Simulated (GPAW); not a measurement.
Worked example: self-consistent single point of Zr (P6_3/mmc, 2 atoms in the cell) in GPAW.

Level of theory: PBEsol, GPAW PAW datasets PBEsol (made by gpaw-setup) (plane waves; GPAW).

```xyz
2
Lattice="3.2091 0.0000 0.0000 -1.6046 2.7792 0.0000 0.0000 0.0000 5.1241" Properties=species:S:1:pos:R:3 pbc="T T T"
Zr     0.0000     1.8528     1.2810
Zr     1.6046     0.9264     3.8431
```

Reference input (self-consistent single point, DFT PBE, plane waves, GPAW PAW datasets PBE (gpaw-data 1.0.1)): mode = pw; ecut = 600 eV; xc = PBE; kpts = 16 16 9; mesh shift (steps) = 0 0 0; occupations.name = methfessel-paxton; occupations.width = 0.136 eV; occupations.order = 0; nbands = -10; symmetry.symmorphic = false; symmetry.tolerance = 0.0005; maxiter = 120. This run's input differs from it in these lines:

```diff
@@ -13,3 +13,3 @@
 calc = GPAW(mode={'name': 'pw', 'ecut': 600},
-            xc='PBE',
+            xc='PBEsol',
             kpts={'size': (16, 16, 9), 'gamma': True},
```

Its files differ too (potentials: GPAW PAW datasets PBEsol (made by gpaw-setup)).

The program printed (abridged):

```
     iter     time        total  log10-change:
                         energy   eigst   dens
iter:   1 --:--:--   -16.129417
iter:   2 --:--:--   -16.139139   -0.50  -1.39
iter:   3 --:--:--   -15.902283   -0.88  -1.41
iter:   4 --:--:--   -15.925901   -1.71  -2.13
iter:   5 --:--:--   -15.967874   -2.27  -2.16
iter:   6 --:--:--   -15.904769   -1.96  -1.95
iter:   7 --:--:--   -15.904987   -3.23  -2.83
iter:   8 --:--:--   -15.904840c  -3.82  -3.06
iter:   9 --:--:--   -15.904902c  -4.63  -3.92
iter:  10 --:--:--   -15.904933c  -5.53  -3.60
iter:  11 --:--:--   -15.904846c  -5.00  -3.49
iter:  12 --:--:--   -15.904841c  -5.77  -4.23c
iter:  13 --:--:--   -15.904843c  -7.15  -4.73c
iter:  14 --:--:--   -15.904841c  -7.48c -4.66c
Converged after 14 iterations.

Dipole moment: (-0.000000, -0.000000, 0.000000) |e|*Ang

Energy contributions relative to reference atoms: (reference = -195675.701761)

Kinetic:         +4.280998
Potential:       -5.305523
External:        +0.000000
XC:             -15.597673
Entropy (-ST):   -0.017943
Local:           +0.726328
SIC:             +0.000000
--------------------------
Free energy:    -15.913813
Extrapolated:   -15.904841

Showing only first 2 kpts
 Kpt  Band  Eigenvalues  Occupancy
  0    10     10.35994    0.00000
  0    11     10.35994    0.00000
  0    12     10.49003    0.00000
  0    13     10.72530    0.00000

  1    10     10.30213    0.00000
  1    11     10.30213    0.00000
  1    12     10.40803    0.00000
  1    13     10.52386    0.00000

Fermi level: 9.49342

No gap
No difference between direct/indirect transitions
Energy (eV): -15.904841

Forces in eV/Ang:
  0 Zr   -0.00000    0.00000    0.00000
  1 Zr    0.00000   -0.00000    0.00000

Stress tensor:
     0.012374     0.000000     0.000000
     0.000000     0.012374    -0.000000
     0.000000    -0.000000     0.010644
Stress (GPa, Voigt): [ 1.9825  1.9825  1.7053 -0.      0.      0.    ]
```

The run converged in 14 iterations. GPAW prints stress with tension positive. Against the reference run the pressure goes from 1.96 to -1.89 GPa.

The starting cell comes from a database of computed structures (which also holds hypothetical and non-ambient phases and stackings), without a prior relaxation at this level. Its lattice was rescaled by a random factor within 2.5 % of one.

Cost on one core of a shared machine: roughly 80 s.
